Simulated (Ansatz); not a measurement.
GaAs, response to strain

Consider GaAs in the zinc blende structure (space group F-43m, No. 216; a = 5.6656 Å). Axes: x, y, z lie along the cube axes.

Strains are applied to the cell and any free atomic positions relax; under biaxial strain the out-of-plane vector relaxes too; under stress the whole cell relaxes.

Levels (all Ansatz, an electronic-structure program, PAW, earlier PAW set): r2SCAN (500 eV, no spin-orbit coupling); HSE06 (420 eV, no SOC); HSE06+SOC (420 eV, with spin-orbit coupling).

Band gaps by level, all at the geometries relaxed with r2SCAN:

```tsv
case	r2SCAN	HSE06	HSE06+SOC
base	0.97 eV	1.37 eV	1.25 eV
biaxial strain −2.92 %, plane normal [001], relaxed out of plane	1.11 eV	1.51 eV	1.39 eV
uniaxial strain ε_yy = +1.28 %	0.84 eV	1.23 eV	1.11 eV
uniaxial strain ε_yy = +3.60 %	0.61 eV	0.99 eV	0.87 eV
uniaxial stress, 8 GPa tension along z	0.33 eV	0.70 eV	0.58 eV
uniaxial stress, 3 GPa compression along x	0.88 eV	1.28 eV	1.22 eV
```

Single points use the geometry relaxed with r2SCAN. Differences between runs with and without spin-orbit coupling are approximate. Stability under load was not tested beyond the relaxation.
